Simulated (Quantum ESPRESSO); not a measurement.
## What a tighter setting buys: ecutwfc, SiC (P6_3mc, 12 atoms in the cell)

Cell: a = 3.1068 Å, b = 3.1068 Å, c = 15.2460 Å, α = 90.00°, β = 90.00°, γ = 120.00°.

Method of the run: PBE, GBRV 1.5 ultrasoft (PBE) pseudopotentials (plane waves; Quantum ESPRESSO).

Base settings: ecutwfc = 40 Ry; ecutrho = 200 Ry; occupations = fixed; potentials = {Si: si_pbe_v1.uspp.F.UPF, C: c_pbe_v1.2.uspp.F.UPF}; K_POINTS = automatic 8 8 2 0 0 0; nbnd = 30; conv_thr = 1e-11 Ry.

Misses are taken against the tightest run, 80 Ry (ecutrho: 200 Ry → 400 Ry), which need not be fully converged itself. The energy is the free energy per atom.

The count of work is k-points × plane waves × bands × iterations; it is no time, and leaves out set-up, grids and terms that scale otherwise. Core times come from one kind of shared machine and are given to one figure; runs under 30 s give none.

The starting cell comes from a database of computed structures (which also holds hypothetical and non-ambient phases and stackings), without a prior relaxation at this level. Its lattice was rescaled by a random factor within 2.5 % of one.

The runs (ecutwfc): 16 Ry (ecutrho: 200 Ry → 80 Ry) | 20 Ry (ecutrho: 200 Ry → 100 Ry) | 24 Ry (ecutrho: 200 Ry → 120 Ry) | 28 Ry (ecutrho: 200 Ry → 140 Ry) | 32 Ry (ecutrho: 200 Ry → 160 Ry) | 36 Ry (ecutrho: 200 Ry → 180 Ry) | 40 Ry | 46 Ry (ecutrho: 200 Ry → 230 Ry) | 52 Ry (ecutrho: 200 Ry → 260 Ry) | 60 Ry (ecutrho: 200 Ry → 300 Ry) | 70 Ry (ecutrho: 200 Ry → 350 Ry) | 80 Ry (ecutrho: 200 Ry → 400 Ry).

Which is the coarsest setting among those run that, with all tighter ones, holds the energy within 20 meV/atom of the reference, and what does it save?

24 Ry (ecutrho: 200 Ry → 120 Ry), off by 16 meV/atom; it needs 0.15 of the reference's count of work.

Which is the coarsest setting among those run that, with all tighter ones, holds the energy within 10 meV/atom of the reference, and what does it save?

28 Ry (ecutrho: 200 Ry → 140 Ry), off by 7.4 meV/atom; it needs 0.21 of the reference's count of work and about 0.1 of the reference's time.

What does the step from 40 Ry to 70 Ry (ecutrho: 200 Ry → 350 Ry) buy?

It takes the miss in the energy from 4.0 to 0.85 meV/atom, for 2.3 times the count of work and roughly 2 times the time.

```tsv
ecutwfc	energy less reference (meV/atom)	pressure less reference (GPa)	gap on the mesh less reference (eV)	count of work / reference	core time / reference (rough)
16 Ry (ecutrho: 200 Ry → 80 Ry)	346.00	-17.29	0.000	0.077	–
20 Ry (ecutrho: 200 Ry → 100 Ry)	77.44	-5.73	-0.046	0.12	0.2
24 Ry (ecutrho: 200 Ry → 120 Ry)	16.00	-1.15	-0.002	0.15	–
28 Ry (ecutrho: 200 Ry → 140 Ry)	7.36	0.03	-0.001	0.21	0.1
32 Ry (ecutrho: 200 Ry → 160 Ry)	6.68	0.09	-0.001	0.24	0.2
36 Ry (ecutrho: 200 Ry → 180 Ry)	5.54	-0.03	-0.001	0.31	0.3
40 Ry	4.03	-0.07	-0.001	0.35	0.4
46 Ry (ecutrho: 200 Ry → 230 Ry)	2.33	-0.01	-0.001	0.44	0.4
52 Ry (ecutrho: 200 Ry → 260 Ry)	1.85	0.05	0.000	0.52	0.5
60 Ry (ecutrho: 200 Ry → 300 Ry)	1.62	0.03	0.000	0.65	0.6
70 Ry (ecutrho: 200 Ry → 350 Ry)	0.85	-0.02	0.000	0.82	0.9
80 Ry (ecutrho: 200 Ry → 400 Ry)	0.00	0.00	0.000	1.0	1
```
